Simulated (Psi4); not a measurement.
Psi4 1.11, unrestricted PBE/def2-svp: CC(C)[O], charge 0, multiplicity 2, 11 atoms. The geometry is a generated start, not checked to be a minimum at this level.

```yaml
task: energy
method: pbe
basis: def2-svp
memory: 3 GB
maxiter: 100
keys_of_the_molecule_block: symmetry c1
scf_type: df (default)
e_convergence: 1e-06 (default)
d_convergence: 1e-06 (default)
dft_radial_points: 75 (default)
dft_spherical_points: 302 (default)
basis_functions: 91
grid_points: 235093
```

```xyz
11

C     -1.2107    -0.4833     0.1116
C     -0.1114     0.5937    -0.0641
C      1.3069    -0.0192    -0.0394
O     -0.2672     1.6715     0.6669
H     -1.0164    -1.0175     1.0385
H     -1.2022    -1.1884    -0.7140
H     -2.1855    -0.0104     0.1808
H     -0.2494     0.9474    -1.1221
H      1.5315    -0.3188     0.9829
H      1.3580    -0.8879    -0.6888
H      2.0465     0.7129    -0.3523
```

Charge 0 and multiplicity 2 are set for this test and not shown to be the ground state.

With the defaults (damping_percentage = 0, diis = true, scf_initial_accelerator = adiis, guess = auto, which took SAD, level_shift = 0, level_shift_cutoff = 0.01, diis_max_vecs = 10) it converges in 11 SCF iterations. One run each on 2 threads, with these changes:
- damping_percentage = 60, diis = false, scf_initial_accelerator = none
- damping_percentage = 60
- level_shift = 0.1, level_shift_cutoff = 0.001
- level_shift = 0.5, level_shift_cutoff = 0.001
- damping_percentage = 20
- guess = core
- guess = sapgau
- guess = modhuckel
- diis_max_vecs = 20

Name the settings that don't reach the solution of the defaults.

No convergence: damping_percentage = 60; damping_percentage = 60, diis = false, scf_initial_accelerator = none (the run ends without SCF convergence in 100 iterations). The rest reach the solution of the defaults.

```tsv
setting	SCF iterations	end
level_shift = 0.1, level_shift_cutoff = 0.001	9	same solution
level_shift = 0.5, level_shift_cutoff = 0.001	10	same solution
the defaults	11	same solution
diis_max_vecs = 20	11	same solution
guess = sapgau	12	same solution
guess = modhuckel	13	same solution
guess = core	17	same solution
damping_percentage = 20	22	same solution
damping_percentage = 60	100	no convergence
damping_percentage = 60, diis = false, scf_initial_accelerator = none	100	no convergence
```
